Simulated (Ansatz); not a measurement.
The reference is SbSI (space group Pnma, No. 62; a = 8.460 Å, b = 4.037 Å, c = 10.187 Å). Axes: x, y, z lie along a, b, c of the conventional cell.

All numbers come from Ansatz (a program for electronic structure) PBEsol, no spin-orbit coupling, earlier PAW set.

It is then changed as follows: tensile biaxial strain of 1.93 % in the plane normal to [001], as in epitaxy on a mismatched substrate; the out-of-plane cell vector and the atoms relax.

Problem. Predict the new in-plane stress.

Solution. The mean in-plane stress (compression positive) comes out as -0.8 GPa.

Problem. How does this affect the out-of-plane strain?

Solution. The out-of-plane strain amounts to -1.58 %.

No phonon test of stability was made. The base started in Pna2_1 and relaxed to Pnma at this level.
